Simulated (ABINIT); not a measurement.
Band structure of VOs (Pm-3m, 2 atoms in the cell).

```
VOs
1.0
    2.94266     0.00000     0.00000
    0.00000     2.94266     0.00000
    0.00000     0.00000     2.94266
V Os
1 1
Direct
  0.00000   0.00000   0.00000
  0.50000   0.50000   0.50000
```
Moments meant for the start (each program seeds them in its own way; μB, in the order of the atoms V Os): 2.0 0.0.

Level of theory: PBEsol, norm-conserving pseudopotentials (PseudoDojo nc-sr-04 PBEsol standard) (plane waves; ABINIT).

Settings: pseudos = [V.upf, Os.upf]; ecut = 42 Ha; nsppol = 2; occopt = 3; tsmear = 0.00367493 Ha; ngkpt = 9 9 9; nshiftk = 1; shiftk = 0 0 0; potentials = PseudoDojo nc-sr-04 PBEsol standard; kptopt = 1; nstep = 100; tolvrs1 = 1e-12; ndtset = 2.

The starting cell comes from a database of computed structures (which also holds hypothetical and non-ambient phases and stackings), without a prior relaxation at this level. Its lattice was rescaled by a random factor within 2.5 % of one. Spin-orbit coupling is off. The starting moments vanished: the run ended non-magnetic, which need not be the lowest state.

Levels in eV from the Fermi level, bands 11 to 18 of the first spin channel:
```
point     11     12     13     14     15     16     17    18
-----  -----  -----  -----  -----  -----  -----  -----  ----
Γ      -6.78  -2.25  -2.25  -2.25   0.90   0.90   2.92  2.92
X      -4.40  -2.45  -2.45  -2.24  -0.57  -0.57  -0.53  0.63
M      -4.37  -4.37   0.38   0.38   0.54   1.03   1.09  1.64
R      -4.94  -2.58  -2.58  -2.58   1.18   1.18   1.72  1.72
```

Bands cross the Fermi level along this path, so the cell is metallic at this level.

The net moment of the cell came out as 0.00 μB.
